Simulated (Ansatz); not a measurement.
The reference is MoP (space group P-6m2, No. 187).

```yaml
crystal:
  lattice:
    - [3.24161, 0.00000, 0.00000]
    - [-1.62081, 2.80732, 0.00000]
    - [0.00000, 0.00000, 3.19410]
  atoms:
    - { symbol: Mo, position: [0.00000, 0.00000, 0.00000] }
    - { symbol: P, position: [0.33333, 0.66667, 0.50000] }
```

Computed with PBE in Ansatz (plane waves to 420 eV, PAW, without spin-orbit coupling).

Base values:

- Pressure: 0.0 GPa

Now apply this change: an isotropic linear strain of −2.17 %; the atoms relax in the strained cell.

How does this affect the pressure and energy relative to the base?

The pressure (mean of the normal stresses, compression positive) goes from zero to 17.0 GPa; the energy grows by 46 meV/atom.

No phonon test of stability was made. The final runs are not spin-polarised. An odd electron count without spin: MoP.

Ansatz is a quantum-chemistry and plane-wave program.
